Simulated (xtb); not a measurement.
xtb 6.7.1, GFN2-xTB: Si(CCH)2(Me)(OMe) (C#C[Si](C)(C#C)OC), 16 atoms. The geometry is a generated start, not checked to be a minimum at this level.

| Quantity | Result |
|---|---|
| method | GFN2-xTB |
| --acc | 1 (default) |
| --etemp (K) | 300 (default) |
| detailed input (--input) | none: ANC optimiser, Lindh (1995) Hessian, microcycle=20, maxdispl=1.0, hlow=0.01 (default) |
| basis functions | 46 |
| valence electrons | 42 |

```xyz
16

C     -1.1101    -1.9585    -1.9658
C     -0.5174    -1.2324    -1.2137
Si     0.3459    -0.0809    -0.0316
C      0.4383    -0.9451     1.6629
C      2.0261     0.3376    -0.6834
C      3.1331     0.5211    -1.1113
O     -0.3685     1.3835     0.0155
C     -1.6874     1.7305     0.2970
H     -1.6212    -2.5973    -2.6283
H      0.9492    -0.3204     2.3917
H     -0.5525    -1.1688     2.0523
H      0.9825    -1.8824     1.5936
H      4.0971     0.7139    -1.4867
H     -2.3650     1.3070    -0.4497
H     -1.7598     2.8183     0.2720
H     -1.9903     1.3740     1.2856
```

The structure is relaxed from this start with --opt LEVEL for the levels crude, sloppy, loose, lax, normal, tight, vtight, extreme, once each. Up to the end of the extreme run atoms move by at most 0.14 Å along an axis.

Question: What is the loosest level that ends within 1 meV of the extreme run, and how many cycles does it take?

Answer: normal: 11 cycles against 21, ending 0.17 meV above.

```tsv
level	cycles	energy above the extreme run (meV)	gradient norm (eV/Å)
crude	1	2.3	0.079
sloppy	1	2.3	0.079
loose	1	2.3	0.079
lax	1	2.3	0.079
normal	11	0.17	0.046
tight	15	0.015	0.023
vtight	18	under 0.01	0.0063
extreme	21	—	0.0023
```
